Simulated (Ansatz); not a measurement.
Functionals compared on CO on the 1x1 (110) surface of 3C silicon carbide (cut with top plane C + Si), one in a 2x2 cell, started at the site 'top Si', in Ansatz (plane waves, PAW). The structure was relaxed with PBE; the other rows are single points on it, each with its references at the same level. Cutoff 420 eV (500 eV for r2SCAN). HSE06 used the coarser mesh 3x2x1.

Host crystal: 3C silicon carbide, with a band gap (PBE, scalar-relativistic without spin-orbit coupling).

Slab: 50 atoms, 7.7 Å thick at the start under the adsorbate (thin: gaps and levels are the slab's own); k 3x3x1, smearing 0.01 eV, dipole-corrected; 24 atoms held, the rest relaxed; held to the start's symmetry, so lower structures may exist; no spin, no spin-orbit, no U, no dispersion correction. At the end it is bonded to Si. In PBE it is, or lies within 0.03 eV of, the lowest of the starts that converged. These notes are the PBE run's. Adsorption energies are against CO(g). A negative adsorption energy means that the adsorbate is more stable on the surface than in its reference.

```
functional  adsorption energy (eV)  rough cost of the single point
----------  ----------------------  ------------------------------
PBE                          -0.79                               –
RPBE                         -0.55   very roughly 2.0 core-minutes
r2SCAN                       -0.86          roughly 3 core-minutes
HSE06                          ___    very roughly 60 core-minutes
```

Q: Some entries are withheld; supply them.

A: 
- HSE06, adsorption energy (eV): -0.68

Ansatz is an electronic-structure program.
